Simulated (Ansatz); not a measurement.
Ansatz (an electronic-structure program), DFT, PBE, plane waves, its default PAW files: Al(111) slab of 8 layers, 2x2, N adatom, atoms displaced (Al32N), unrelaxed, 33 atoms. Basis and mesh were picked for this test and aren't claimed converged.

cell: 5.73, 5.73, 27.97 Å; 90, 90, 60°
distance to the nearest atom: 2.02 to 2.84 Å
task: single point
k mesh: 6×6×1
hamiltonian.xc: pbe
kind of files: paw
scf.occupations.method: fermi_dirac
scf.occupations.width: 0.05 eV
output.forces: true
binding of workers (--pin): off
k-point pools (--kpoint-pools): 1
memory maximum (--max-ram): 8GiB
accuracy: medium (default)
basis.precision: auto (default)
basis.xc_grid: 2 (default)
scf.eigensolver.kind: auto (default)
scf.convergence.dr2_threshold: 1e-07 (default)
scf.lower_state_search: light (default)
k-points after symmetry: 20
bands at the start: 84
electrons: 101
plane waves at Γ: 15633
cutoff (eV): 420
FFT grid: 40×40×192
symmetry operations: 1

Settings of this run: scf.mixing.algorithm = broyden, scf.mixing.preconditioner = kerker, scf.algorithm = auto; 4 threads.

| iteration | dr2 (eV) | Hψ |
|---|---|---|
| 1 | 7.46e1 | 8780 |
| 2 | 1.12e1 | 3235 |
| 3 | 1.05e1 | 2675 |
| 4 | 3.28e-1 | 3243 |
| 5 | 1.40e-1 | 1320 |
| 6 | 4.48e-2 | 2451 |
| 7 | 1.59e-1 | 2364 |
| 8 | 9.44e-3 | 1579 |
| 9 | 1.79e-3 | 1589 |
| 10 | 5.99e-4 | 1995 |
| 11 | 3.97e-3 | 2368 |
| 12 | 4.70e-4 | 1902 |
| 13 | 5.82e-5 | 1505 |
| 14 | 3.41e-5 | 2311 |
| 15 | 6.14e-5 | 1446 |
| 16 | 9.33e-6 | 1786 |
| 17 | 9.72e-6 | 1353 |
| 18 | 6.09e-6 | 1635 |
| 19 | 2.11e-6 | 1751 |
| 20 | 1.78e-6 | 2114 |
| 21 | 1.05e-6 | 1323 |
| 22 | 6.67e-7 | 1892 |
| 23 | 4.44e-7 | 2418 |
| 24 | 2.31e-7 | 2118 |
| 25 | 8.95e-8 | 6403 |

It converged after 25 SCF iterations (all cycles of the run, searches included).

Question: Which change of one setting makes this cycle converge in far fewer steps?

Answer: This is not unique; one that fits is scf.mixing.preconditioner = auto (default) (8 SCF iterations (all cycles of the run, searches included)), all else kept. The other changes of this size gave: scf.mixing.q_tf = 0.5 1/Å (19); scf.mixing.preconditioner = none (20); scf.mixing.q_tf = 1.5 1/Å (20); scf.mixing.algorithm = auto (default) (22). The first change moves the result by: energy under 0.001 meV/atom, forces (largest component) 0.11 meV/Å. Counts are of single runs.

Keys are those of Ansatz 0.2.
